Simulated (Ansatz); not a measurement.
Ansatz (a quantum-chemistry and plane-wave program) run on ZnInGaO4 (R3m, 7 atoms in the cell): self-consistent single point.

Level of theory: PBE, PAW files (plane waves; Ansatz).

```yaml
crystal:
  lattice:
    - [1.64750, 0.95118, 8.69000]
    - [-1.64750, 0.95118, 8.69000]
    - [0.00000, -1.90237, 8.69000]
  atoms:
    - { symbol: In, position: [0.00000, 0.00000, 0.00000] }
    - { symbol: Ga, position: [0.78290, 0.78290, 0.78290] }
    - { symbol: Zn, position: [0.21710, 0.21710, 0.21710] }
    - { symbol: O, position: [0.87180, 0.87180, 0.87180] }
    - { symbol: O, position: [0.12820, 0.12820, 0.12820] }
    - { symbol: O, position: [0.70720, 0.70720, 0.70720] }
    - { symbol: O, position: [0.29280, 0.29280, 0.29280] }
```

Reference input (self-consistent single point, DFT, PBE, plane waves, PAW files): basis.ecutwfc = 420 eV; kpoints.mp_grid.grid = 8 8 8; hamiltonian.xc = pbe; hamiltonian.pseudopotentials = {kind: paw} (the program's default PAW files); scf.occupations.method = fermi_dirac; scf.occupations.width = 0.1 eV. This run's input differs from it in these lines:

Ansatz 0.2 input:
```diff
@@ -15,3 +15,3 @@
 basis:
-  ecutwfc: 420.0 eV
+  ecutwfc: 335.0 eV
 kpoints:
```

Output (repeated stretches shortened):

```
SCF iter   1: F=—  HF=-14971.837068 eV  |F-HF|=—  |Δ(HF+E_count)|=         —  Δρ=9.99e-2  dr2=5.56e0  ethr=3.10e-3  ⟨swp⟩=5.6  Hψ=9910  notcnv=0  defer=1
all-band conjugate gradients solve this SCF's bands
preconditioner: auto → Resta (q_TF=auto, 2.606 Å⁻¹)
SCF iter   2: F=—  HF=-14970.539282 eV  |F-HF|=—  |Δ(HF+E_count)|=    1.30e0  Δρ=3.98e-2  dr2=1.28e0  ethr=3.10e-3  ⟨swp⟩=2.1  Hψ=5083  notcnv=0  defer=125
   [... lines left out ...]
SCF iter   7: F=—  HF=-14970.147963 eV  |F-HF|=—  |Δ(HF+E_count)|=   1.91e-4  Δρ=4.54e-4  dr2=1.27e-4  ethr=9.81e-7  ⟨swp⟩=2.6  Hψ=4666  notcnv=0  defer=116
SCF iter   8: F=—  HF=-14970.148089 eV  |F-HF|=—  |Δ(HF+E_count)|=   1.26e-4  Δρ=9.95e-5  dr2=5.69e-6  ethr=2.04e-7  ⟨swp⟩=2.0  Hψ=4216  notcnv=0  defer=116
SCF iter   9: F=—  HF=-14970.147960 eV  |F-HF|=—  |Δ(HF+E_count)|=   1.29e-4  Δρ=3.10e-5  dr2=6.49e-7  ethr=9.17e-9  ⟨swp⟩=2.0  Hψ=4384  notcnv=0  defer=116
SCF iter  10: F=-14970.147961 eV  HF=-14970.147961 eV  |F-HF|=2.36e-8  |Δ(HF+E_count)|=   6.82e-7  Δρ=4.69e-6  dr2=1.81e-8  ethr=1.61e-10  ⟨swp⟩=11.3  Hψ=12461  notcnv=0
SCF 1 converged in 10 iterations: F = -14970.147961 eV  dr2 = 1.81e-8
Free energy (F): -14970.147961 eV
Internal energy: -14970.142770 eV  (E = F + TS)
E sigma→0 (E₀):  -14970.145365 eV
Entropy (-TS):   -0.005191 eV (-0.742 meV/atom)
Fermi energy:    9.762075 eV
--- Forces (eV/Å), atoms counted from 1 ---
  atom   1  In     0.00000000    -0.00000003    -1.53084511
  atom   2  Ga     0.00000000     0.00000002     0.96581568
  atom   3  Zn     0.00000000     0.00000001     0.38015749
  atom   4  O      0.00000000    -0.00000003    -1.67245498
  atom   5  O      0.00000000    -0.00000002    -1.23077550
  atom   6  O      0.00000000     0.00000004     1.98731646
  atom   7  O      0.00000000     0.00000002     1.10082243
--- Stress (GPa, compression-positive) ---
        9.718239       0.000000       0.000000
        0.000000       9.718239      -0.000000
        0.000000      -0.000000       4.050732
  P = ⅓ Tr σ = 7.8291 GPa (78.291 kbar)
  The stress holds the Pulay correction. Without it, at fixed plane waves, as pw.x and ABINIT print it: P = 0.8343 GPa
```

The run converged in 10 iterations. Against the reference run the free energy goes up by 61.6 meV/atom, the pressure moves little (7.89 to 7.83 GPa) and the largest force hardly changes (1.994 to 1.987 eV/Å).

The starting cell was generated: these elements placed on a structure prototype, without a prior relaxation; it need not be a known phase or ordering of this composition. Forces in this geometry exceed 1 eV/Å. Ansatz's pressure includes its estimate of the finite-basis (Pulay) stress. Without the estimate this run gives 0.83 GPa. The cutoff lies below the one recommended for these files. The run gives no clean gap (levels at the Fermi energy touch, overlap or are partly filled at this smearing), which alone does not show that the compound is a metal.
